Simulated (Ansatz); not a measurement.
An Ansatz (a first-principles code) input for Pb(Se,Te) alloy cell Pb2SeTe (rock salt start):

Ansatz 0.2 input:
```yaml
crystal:
  lattice:
    - [-6.394036531, 6.394806501, 6.395107467]
    - [6.394614848, -6.394950471, 6.395829972]
    - [6.394281206, 6.395195156, -6.395251472]
  atoms:
    - { symbol: Pb, position: [-0.001559511, 0.236994071, 0.760976595] }
    - { symbol: Pb, position: [-0.0124108, 0.511226965, 0.49883515] }
    - { symbol: Pb, position: [-0.011339511, 0.750221227, 0.23859257] }
    - { symbol: Pb, position: [0.259649025, 0.010281427, 0.769750633] }
    - { symbol: Pb, position: [0.000118466, -0.010515009, -0.010064957] }
    - { symbol: Pb, position: [0.261407944, 0.237570595, 0.498960115] }
    - { symbol: Pb, position: [0.250491144, 0.488220331, 0.238112061] }
    - { symbol: Pb, position: [0.521983123, 0.771651011, 0.770120952] }
    - { symbol: Pb, position: [0.249692246, 0.771855676, 0.001172898] }
    - { symbol: Pb, position: [0.500541717, 0.010905013, 0.511348143] }
    - { symbol: Pb, position: [0.489966219, 0.240379903, 0.230021657] }
    - { symbol: Pb, position: [0.749850341, 0.511317179, 0.761312401] }
    - { symbol: Pb, position: [0.511370499, 0.489842909, 0.001214125] }
    - { symbol: Pb, position: [0.760948175, 0.750290147, 0.511311154] }
    - { symbol: Pb, position: [0.738986463, -0.011346719, 0.22808972] }
    - { symbol: Pb, position: [0.729686829, 0.240263663, -0.010228681] }
    - { symbol: Te, position: [0.501367198, 0.749682859, 0.248483199] }
    - { symbol: Se, position: [0.49916828, 0.00308691, -0.000825597] }
    - { symbol: Se, position: [0.501041189, 0.249781323, 0.753748506] }
    - { symbol: Se, position: [0.745882469, 0.49662878, 0.24574655] }
    - { symbol: Te, position: [0.503000408, 0.499568227, 0.500502193] }
    - { symbol: Se, position: [0.752364121, 0.750811726, -0.000943964] }
    - { symbol: Se, position: [0.752485331, 0.000446529, 0.754794512] }
    - { symbol: Te, position: [-0.004112636, 0.244014116, 0.242416512] }
    - { symbol: Te, position: [0.746054453, 0.250203435, 0.498094593] }
    - { symbol: Te, position: [-0.004040659, 0.499491486, -0.001211378] }
    - { symbol: Se, position: [0.001251159, 0.755722437, 0.754201235] }
    - { symbol: Se, position: [0.247868344, 0.000502204, 0.24532598] }
    - { symbol: Te, position: [0.001823817, -0.001745299, 0.50196958] }
    - { symbol: Se, position: [0.250431194, 0.244495254, -0.001240668] }
    - { symbol: Te, position: [0.254764445, 0.502774243, 0.754628833] }
    - { symbol: Te, position: [0.251268517, 0.755377383, 0.504785377] }
basis:
  ecutwfc: 420
  ecutrho_ratio: 4
  xc_grid: 2
kpoints:
  mp_grid: { grid: [3, 3, 3] }
hamiltonian:
  xc: pbe
  dispersion: none
  pseudopotentials: { kind: paw }
scf:
  n_extra_bands: 30
  occupations: { method: fermi_dirac, width: 0.01 }
output:
  forces: true
  stress: true
  eigenstates:
    kpoints:
      - [0.0, 0.0, 0.0]
      - [-0.5, -0.5, -0.5]
      - [-0.15, 0.15, -0.15]
      - [0.15, -0.15, -0.15]
    e_range: [-4.0, 6.0]
    localisation: true
relax:
  f_tol: 0.03
  max_steps: 90
  cell: { stress_tol: 0.15 }
```

The numbers are results of PBE (plane waves to 420 eV, PAW; Ansatz), not measurements. Scalar-relativistic, without spin–orbit coupling. Its k-point mesh 3×3×3, Fermi–Dirac width 0.01 eV.

### Question
Write the closing report of this run, without the band table and long remarks, to eight decimals at most.

### Answer
```
SCF converged after 5 iterations
Free energy (F): -290109.960303 eV
Harris-Foulkes:  -290109.960303 eV  (|F-HF|=2.25e-8)
Internal energy: -290109.960303 eV  (E = F + TS)
E sigma→0 (E₀):  -290109.960303 eV
Fermi energy:    8.371879 eV
--- Per-component energies (eV) ---
  E_band       = -6236.580331
  E_kinetic    = 6973.926008
  E_local      = -48789.078393  (includes V_loc(G=0)·N_el)
  E_nonlocal   = -1648.426234
  E_hartree    = 23778.427256
  E_xc         = -5360.667057
  E_vxc        = -3734.985434  (∫ρ·V_xc dr)
  E_paw        = -219049.724919  (= ΣΔE_a)
  E_vpaw       = -6594.866464  (= ΣTr[D̂ρ^β])
  E_aug_tail   = -0.005286  (compensation charges beyond the density's cutoff)
  E_ewald      = -46014.411677
  E_smearing   = 0.000000  (= −TS)
  E_closure    = 0.000000  (closes the sum)
  Σ components = -290109.960303   (vs F -290109.960303, Δ=0.00e0)
--- Forces (eV/Å), atoms counted from 1 ---
  atom   1  Pb     0.00406976    -0.00230404     0.00574941
  atom   2  Pb     0.00225311     0.00491534    -0.00007191
  atom   3  Pb     0.00361188     0.00359890    -0.00064938
  atom   4  Pb     0.00481393     0.00396001    -0.00064347
  atom   5  Pb    -0.00404460     0.00261235    -0.00281942
  atom   6  Pb     0.00398759    -0.00044862     0.00126409
  atom   7  Pb     0.00220393    -0.00428796    -0.00391392
  atom   8  Pb     0.00312051     0.00742621    -0.00049355
  atom   9  Pb     0.00072476    -0.00166760     0.00016144
  atom  10  Pb     0.00067497     0.00382227     0.00028741
  atom  11  Pb    -0.00198863    -0.00633306     0.00001504
  atom  12  Pb    -0.00412436    -0.00393051     0.00159402
  atom  13  Pb    -0.00594214     0.00451703     0.00097600
  atom  14  Pb     0.00489499     0.00035902    -0.00099550
  atom  15  Pb    -0.00400534     0.00144209     0.00195380
  atom  16  Pb     0.00306266    -0.00159477    -0.00188789
  atom  17  Te    -0.00119643    -0.00391103    -0.00041975
  atom  18  Se    -0.00293290    -0.00493706     0.00054551
  atom  19  Se     0.00287037     0.00020761    -0.00134671
  atom  20  Se    -0.00187799    -0.00223132     0.00070283
  atom  21  Te     0.00029442     0.00049010    -0.00035495
  atom  22  Se     0.00827496    -0.01143282    -0.00643532
  atom  23  Se    -0.00128556    -0.00816331    -0.00210919
  atom  24  Te     0.00159896     0.00259358     0.00294068
  atom  25  Te     0.00083547     0.00488314    -0.00070799
  atom  26  Te    -0.00711207     0.01057512     0.00101324
  atom  27  Se     0.00176453     0.00138559     0.00175130
  atom  28  Se     0.00081525     0.00496137     0.00033763
  atom  29  Te    -0.00354730    -0.00085927    -0.00142019
  atom  30  Se    -0.00380232     0.00425026     0.00781205
  atom  31  Te    -0.00249856    -0.00718937    -0.00251058
  atom  32  Te    -0.00551435    -0.00270802    -0.00032463
  max |Σ_I F_I| component: 1.25e-6 eV/Å
--- Stress (GPa, compression-positive) ---
       -0.067880      -0.001616       0.004814
       -0.001616      -0.067122       0.000962
        0.004814       0.000962      -0.025966
  P = ⅓ Tr σ = -0.0537 GPa (-0.537 kbar)
--- Relaxed structure (3 steps of the walk, 3 accepted, 1 SCFs on fresh bases) ---
  F+E_penalty+E_count = -290109.96030304 eV   max|allowed force component| = 1.143e-2 eV/Å   (the final SCF, on the basis selected at the relaxed cell)
  cell:  # Å, volume = 1049.3861 Å³
    - [-6.39772637, 6.39652652, 6.41026795]
    - [6.39713996, -6.39815694, 6.41131365]
    - [6.39711386, 6.39754441, -6.41189858]
  atoms:
    - { symbol: Pb, position: [-0.00032706, 0.24210616, 0.75723348] }
    - { symbol: Pb, position: [-0.00784733, 0.50771742, 0.49986771] }
    - { symbol: Pb, position: [-0.00677920, 0.75013418, 0.24282876] }
    - { symbol: Pb, position: [0.25528512, 0.00479463, 0.75979086] }
    - { symbol: Pb, position: [0.00057163, -0.00499276, -0.00415409] }
    - { symbol: Pb, position: [0.25751728, 0.24274511, 0.50023001] }
    - { symbol: Pb, position: [0.25012113, 0.49137536, 0.24130465] }
    - { symbol: Pb, position: [0.51136078, 0.76194984, 0.76175688] }
    - { symbol: Pb, position: [0.25029842, 0.76263866, -0.00012294] }
    - { symbol: Pb, position: [0.50080631, 0.00676744, 0.50757352] }
    - { symbol: Pb, position: [0.49484525, 0.24420798, 0.23881518] }
    - { symbol: Pb, position: [0.75010191, 0.50643025, 0.75639356] }
    - { symbol: Pb, position: [0.50512763, 0.49411797, -0.00024358] }
    - { symbol: Pb, position: [0.75651070, 0.75083400, 0.50723095] }
    - { symbol: Pb, position: [0.74257206, -0.00673369, 0.23575171] }
    - { symbol: Pb, position: [0.73923851, 0.24518424, -0.00441705] }
    - { symbol: Te, position: [0.50035629, 0.75033794, 0.25036061] }
    - { symbol: Se, position: [0.49963002, 0.00125961, -0.00036034] }
    - { symbol: Se, position: [0.50066904, 0.24991625, 0.75148958] }
    - { symbol: Se, position: [0.74831092, 0.49886454, 0.24837032] }
    - { symbol: Te, position: [0.50029704, 0.50026058, 0.50017584] }
    - { symbol: Se, position: [0.75118497, 0.74994021, -0.00040529] }
    - { symbol: Se, position: [0.75079757, 1.38411458e-5, 0.75166124] }
    - { symbol: Te, position: [1.44129260e-5, 0.25012517, 0.25037129] }
    - { symbol: Te, position: [0.74986587, 0.24981141, 0.49986406] }
    - { symbol: Te, position: [-0.00031786, 0.50037356, -0.00018705] }
    - { symbol: Se, position: [0.00027310, 0.75208891, 0.75143323] }
    - { symbol: Se, position: [0.24915464, -0.00010047, 0.24815901] }
    - { symbol: Te, position: [-0.00023503, -9.52405322e-6, 0.49975747] }
    - { symbol: Se, position: [0.25016051, 0.24769869, -0.00061205] }
    - { symbol: Te, position: [0.25021482, 0.50002852, 0.75016501] }
    - { symbol: Te, position: [0.25022053, 0.75011396, 0.49991748] }
```

Cost: very roughly 70 core-minutes.
